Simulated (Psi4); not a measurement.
Psi4 1.11, TPSS/def2-svp: Mg(Br)(SH)(NH3)2 ([NH3]->[Mg](<-[NH3])([SH])[Br]), 12 atoms. The geometry is a generated start, not checked to be a minimum at this level.

- task: energy
- method: tpss
- basis: def2-svp
- memory: 3 GB
- maxiter: 100
- keys of the molecule block: symmetry c1
- scf_type: df (default)
- e_convergence: 1e-06 (default)
- d_convergence: 1e-06 (default)
- dft_radial_points: 75 (default)
- dft_spherical_points: 302 (default)
- basis functions: 131
- grid points: 258335

```xyz
12

Mg     0.4056     0.6123     0.5565
Br     2.7529     0.5733    -0.0271
S     -1.4253     1.6319     1.6325
H     -1.5262     0.7062     2.5709
N      0.3042    -1.7419     0.6961
H     -0.1426    -2.1609    -0.1133
H     -0.1079    -2.1616     1.5238
H      1.2873    -2.0032     0.6678
N     -0.3084     1.0405    -1.6302
H     -1.0564     1.7244    -1.5405
H     -0.6482     0.2889    -2.2226
H      0.4651     1.4901    -2.1139
```

With the defaults (diis = true, scf_initial_accelerator = adiis, damping_percentage = 0, diis_max_vecs = 10, guess = auto, which took SAD, level_shift = 0, level_shift_cutoff = 0.01) it converges in 9 SCF iterations. One run each on 2 threads, with these changes:
- scf_initial_accelerator = ediis
- diis = false, scf_initial_accelerator = none, damping_percentage = 60
- level_shift = 0.5, level_shift_cutoff = 0.001
- guess = sap
- scf_initial_accelerator = none
- diis_max_vecs = 20
- guess = modhuckel
- guess = huckel
- diis_max_vecs = 6

### Question
Which of these changes keep the SCF from converging, or lead it to another solution?

### Answer
No convergence: diis = false, scf_initial_accelerator = none, damping_percentage = 60 (the run ends without SCF convergence in 100 iterations). The rest reach the solution of the defaults.

```json
[
 {"setting": "the defaults", "SCF iterations": "9", "end": "same solution"},
 {"setting": "diis_max_vecs = 20", "SCF iterations": "9", "end": "same solution"},
 {"setting": "scf_initial_accelerator = none", "SCF iterations": "9", "end": "same solution"},
 {"setting": "level_shift = 0.5, level_shift_cutoff = 0.001", "SCF iterations": "9", "end": "same solution"},
 {"setting": "scf_initial_accelerator = ediis", "SCF iterations": "9", "end": "same solution"},
 {"setting": "guess = sap", "SCF iterations": "10", "end": "same solution"},
 {"setting": "diis_max_vecs = 6", "SCF iterations": "10", "end": "same solution"},
 {"setting": "guess = huckel", "SCF iterations": "10", "end": "same solution"},
 {"setting": "guess = modhuckel", "SCF iterations": "10", "end": "same solution"},
 {"setting": "diis = false, scf_initial_accelerator = none, damping_percentage = 60", "SCF iterations": "100", "end": "no convergence"}
]
```
